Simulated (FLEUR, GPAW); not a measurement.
A GPAW input for a self-consistent single point of SiC (P6_3mc, 4 atoms in the cell) (DFT PBE, plane waves, GPAW PAW datasets PBE (gpaw-data 1.0.1)):

```python
from ase import Atoms
from ase.units import GPa
from gpaw import GPAW, PW

atoms = Atoms(['Si', 'Si', 'C', 'C'],
              cell=[[3.020646, 0.000000, 0.000000],
                    [-1.510323, 2.615956, 0.000000],
                    [0.000000, 0.000000, 4.958472]],
              scaled_positions=[[0.333333, 0.666667, 0.499600],
                                [0.666667, 0.333333, 0.999600],
                                [0.333333, 0.666667, 0.875400],
                                [0.666667, 0.333333, 0.375400]],
              pbc=True)

calc = GPAW(mode=PW(950),
            xc='PBE',
            kpts=(13, 13, 7),
            occupations={'name': 'fixed-uniform'},
            nbands=-6,
            convergence={'forces': 0.001, 'bands': -4},
            symmetry={'symmorphic': False, 'tolerance': 0.0005},
            maxiter=100,
            txt='-')

atoms.calc = calc

energy = atoms.get_potential_energy()
print('Energy (eV):', round(energy, 6))
forces = atoms.get_forces()
print('Forces (eV/Ang):')
print(forces.round(5))
stress = atoms.get_stress()
print('Stress (GPa, Voigt):', (stress / GPa).round(4))
```

Question: Translate this input to FLEUR.

Answer: One input that does it (others would too):

Input of the input generator:

```
scf SiC
&input film=f /
1.0000000000 0.0000000076 0.0000000000
-0.5000000066 0.8660254000 0.0000000000
0.0000000000 0.0000000000 1.6415270650
5.7081934720
1.0 1.0 1.0

4
14 0.3333333333 0.6666666667 0.4996000000
14 0.6666666667 0.3333333333 0.9996000000
6 0.3333333333 0.6666666667 0.8754000000
6 0.6666666667 0.3333333333 0.3754000000

&comp jspins=1 /
&kpt div1=13 div2=13 div3=7 /
&end /
```

```xml
<?xml version="1.0" encoding="UTF-8" standalone="no"?>
<fleurInput fleurInputVersion="0.39">
   <comment>
      scf SiC                                                                                             
   </comment>
   <calculationSetup>
      <cutoffs Kmax="4.6" Gmax="13.8" GmaxXC="13.8" numbands="0"/>
      <scfLoop itmax="100" minDistance="0.00001" maxIterBroyd="15" imix="Anderson" alpha="0.05" precondParam="0.0" spinf="2.0"/>
      <coreElectrons ctail="T" frcor="F" kcrel="0" coretail_lmax="0"/>
      <xcFunctional name="pbe" relativisticCorrections="F"/>
      <magnetism jspins="1"/>
      <soc l_soc="F" theta="0.0" phi="0.0" spav="F"/>
      <expertModes spex="0" secvar="F"/>
      <geometryOptimization l_f="T" forcealpha="1.0" forcemix="BFGS" epsdisp="0.00001" epsforce="0.00001"/>
      <ldaU l_linMix="F" mixParam="0.05" spinf="1.0"/>
   </calculationSetup>
   <cell>
      <bzIntegration valenceElectrons="16.0" mode="hist" fermiSmearingEnergy="0.0001">
         <kPointListSelection listName="default-1"/>
         <!-- k-points included here -->
         <xi:include xmlns:xi="http://www.w3.org/2001/XInclude" href="kpts.xml"> </xi:include>
      </bzIntegration>
      <!-- symmetry operations included here -->
      <xi:include xmlns:xi="http://www.w3.org/2001/XInclude" href="sym.xml"> </xi:include>
      <bulkLattice scale="1.0">
         <bravaisMatrix>
            <row-1>    5.7081934719999996     0.0000000433822704     0.0000000000000000</row-1>
            <row-2>   -2.8540967736740765     4.9434405348661885     0.0000000000000000</row-2>
            <row-3>    0.0000000000000000     0.0000000000000000     9.3701540765443188</row-3>
         </bravaisMatrix>
      </bulkLattice>
   </cell>
   <atomSpecies>
      <species name="Silicon (Si)" element="Si" atomicNumber="14">
         <mtSphere radius="1.75" gridPoints="605" logIncrement="0.019"/>
         <atomicCutoffs lmax="8" lnonsphr="6"/>
         <electronConfig flipSpins="F">
            <coreConfig>(1s1/2) (2s1/2) (2p1/2) (2p3/2)</coreConfig>
            <valenceConfig>(3s1/2) (3p1/2) (3p3/2)</valenceConfig>
            <stateOccupation state="(3p1/2)" spinUp="0.3333333333333" spinDown="0.3333333333333"/>
            <stateOccupation state="(3p3/2)" spinUp="0.6666666666667" spinDown="0.6666666666667"/>
         </electronConfig>
         <energyParameters s="3" p="3" d="3" f="4"/>
      </species>
      <species name="Carbon (C)" element="C" atomicNumber="6">
         <mtSphere radius="1.51" gridPoints="523" logIncrement="0.02"/>
         <atomicCutoffs lmax="6" lnonsphr="4"/>
         <electronConfig flipSpins="F">
            <coreConfig>(1s1/2)</coreConfig>
            <valenceConfig>(2s1/2) (2p1/2) (2p3/2)</valenceConfig>
            <stateOccupation state="(2p1/2)" spinUp="0.3333333333333" spinDown="0.3333333333333"/>
            <stateOccupation state="(2p3/2)" spinUp="0.6666666666667" spinDown="0.6666666666667"/>
         </electronConfig>
         <energyParameters s="2" p="2" d="3" f="4"/>
      </species>
   </atomSpecies>
   <atomGroups>
      <atomGroup species="Silicon (Si)">
         <relPos label="                   1">1.000/3.000 -1.000/3.000 .4996000000</relPos>
         <relPos label="                   2">-1.000/3.000 1.000/3.000 -.0004000000</relPos>
         <force calculate="T" relaxXYZ="TTT"/>
      </atomGroup>
      <atomGroup species="Carbon (C)">
         <relPos label="                   3">1.000/3.000 -1.000/3.000 -.1246000000</relPos>
         <relPos label="                   4">-1.000/3.000 1.000/3.000 .3754000000</relPos>
         <force calculate="T" relaxXYZ="TTT"/>
      </atomGroup>
   </atomGroups>
   <output dos="F" band="F" slice="F">
      <checks vchk="F" cdinf="F"/>
      <bandDOS minEnergy="-.5*Htr" maxEnergy="0.5*Htr" sigma="0.015" storeEVData="T"/>
      <vacuumDOS vacdos="F" integ="F" star="F" nstars="0" locx1="0.0" locy1="0.0" locx2="0.0" locy2="0.0" nstm="0" tworkf="0.0"/>
      <unfoldingBand unfoldBand="F" supercellX="1" supercellY="1" supercellZ="1"/>
      <plotting iplot="0" polar="F">
         <plot TwoD="T" vec1="  1.0  0.0  0.0" vec2="  0.0  1.0  0.0" vec3="  0.0  0.0  1.0" zero="  0.0  0.0  0.0" file="plot"/>
      </plotting>
      <chargeDensitySlicing numkpt="0" minEigenval="0.0" maxEigenval="0.0" nnne="0" pallst="F"/>
      <specialOutput eonly="F"/>
      <magneticCircularDichroism mcd="F" energyLo="-10.0" energyUp="0.0"/>
   </output>
  <!-- We include the file relax.xml here to enable relaxations (see documentation) -->
  <xi:include xmlns:xi="http://www.w3.org/2001/XInclude" href="relax.xml"> <xi:fallback/> </xi:include>
</fleurInput>
```

Basis, cutoffs, solver keys and any potentials are the target program's own. This input uses DFT, PBE, all-electron FLAPW (FLEUR), scalar-relativistic valence.

The starting cell comes from a database of computed structures (which also holds hypothetical and non-ambient phases and stackings), without a prior relaxation at this level. Its lattice was rescaled by a random factor within 2.5 % of one.
